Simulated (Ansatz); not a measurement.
Ansatz (an electronic-structure program) run on a (001) slab of Sr2Mg (cut from a parent of space group no. 139; 6 atoms in the cell): self-consistent single point.

Method: PBEsol, default PAW files made with PBE (plane waves; Ansatz).

```yaml
crystal:
  lattice:
    - [4.25760, 0.00000, 0.00000]
    - [0.00000, 4.25760, 0.00000]
    - [0.00000, 0.00000, 25.41999]
  atoms:
    - { symbol: Sr, position: [0.00000, 0.00000, 0.27537] }
    - { symbol: Sr, position: [0.50000, 0.50000, 0.72463] }
    - { symbol: Mg, position: [0.00000, 0.00000, 0.64326] }
    - { symbol: Sr, position: [0.50000, 0.50000, 0.56191] }
    - { symbol: Sr, position: [0.00000, 0.00000, 0.43809] }
    - { symbol: Mg, position: [0.50000, 0.50000, 0.35673] }
```

Reference input (self-consistent single point, DFT, PBEsol, plane waves, default PAW files made with PBE): basis.ecutwfc = 420 eV; kpoints.mp_grid.grid = 7 7 1; hamiltonian.xc = pbesol; hamiltonian.pseudopotentials = {kind: paw} (the program's default PAW files); scf.occupations.method = gaussian; scf.occupations.width = 0.1 eV. This run's input differs from it in these lines:

Ansatz 0.2 input:
```diff
@@ -15,3 +15,3 @@
 kpoints:
-  mp_grid: { grid: [7, 7, 1] }
+  mp_grid: { grid: [17, 17, 1] }
 hamiltonian:
```

The program printed (abridged):

```
SCF iter   1: F=—  HF=-17792.297506 eV  |F-HF|=—  |Δ(HF+E_count)|=         —  Δρ=2.03e-3  dr2=6.99e-1  ethr=1.77e-3  ⟨swp⟩=12.3  Hψ=9459  notcnv=0
all-band conjugate gradients solve this SCF's bands
preconditioner: auto → LDOS
SCF iter   2: F=—  HF=-17792.274976 eV  |F-HF|=—  |Δ(HF+E_count)|=   2.25e-2  Δρ=7.46e-4  dr2=9.02e-3  ethr=1.17e-3  ⟨swp⟩=2.7  Hψ=2202  notcnv=0  defer=4
   [... lines left out ...]
SCF iter   4: F=—  HF=-17792.275027 eV  |F-HF|=—  |Δ(HF+E_count)|=   1.29e-4  Δρ=7.30e-5  dr2=4.00e-5  ethr=1.27e-6  ⟨swp⟩=2.0  Hψ=2941  notcnv=0  defer=5
SCF iter   5: F=—  HF=-17792.274906 eV  |F-HF|=—  |Δ(HF+E_count)|=   1.21e-4  Δρ=2.44e-5  dr2=3.59e-6  ethr=6.67e-8  ⟨swp⟩=2.1  Hψ=2450  notcnv=0  defer=5
SCF iter   6: F=—  HF=-17792.274907 eV  |F-HF|=—  |Δ(HF+E_count)|=   1.08e-6  Δρ=6.51e-6  dr2=3.79e-7  ethr=5.99e-9  ⟨swp⟩=2.1  Hψ=2995  notcnv=0  defer=5
SCF iter   7: F=-17792.274907 eV  HF=-17792.274907 eV  |F-HF|=3.52e-9  |Δ(HF+E_count)|=   1.67e-7  Δρ=1.42e-6  dr2=2.56e-8  ethr=1.67e-10  ⟨swp⟩=12.0  Hψ=9237  notcnv=0
SCF 1 converged in 7 iterations: F = -17792.274907 eV  dr2 = 2.56e-8
Free energy (F): -17792.274907 eV
Internal energy: -17792.250718 eV  (E = F + TS)
E sigma→0 (E₀):  -17792.262813 eV
Entropy (-TS):   -0.024189 eV (-4.031 meV/atom)
Fermi energy:    1.814607 eV
--- Forces (eV/Å), atoms counted from 1 ---
  atom   1  Sr     0.00000000     0.00000000     0.16342984
  atom   2  Sr     0.00000000     0.00000000    -0.16342984
  atom   3  Mg     0.00000000     0.00000000     0.04267383
  atom   4  Sr     0.00000000     0.00000000    -0.00171366
  atom   5  Sr     0.00000000     0.00000000     0.00171366
  atom   6  Mg     0.00000000     0.00000000    -0.04267383
--- Stress (GPa, compression-positive) ---
       -0.844648       0.000000       0.000000
        0.000000      -0.844648       0.000000
        0.000000       0.000000      -0.543273
  P = ⅓ Tr σ = -0.7442 GPa (-7.442 kbar)
  The stress holds the Pulay correction. Without it, at fixed plane waves, as pw.x and ABINIT print it: P = -0.7454 GPa
```

The run converged in 7 iterations. Against the reference run the free energy goes down by 7.2 meV/atom and the largest force goes from 0.145 to 0.163 eV/Å.

The starting cell comes from a database of computed structures (which also holds hypothetical and non-ambient phases and stackings), without a prior relaxation at this level. The slab is cut from that crystal, and its faces are unrelaxed. Its lattice was rescaled by up to half a per cent.

Cost on one core of a shared machine: roughly 40 s.
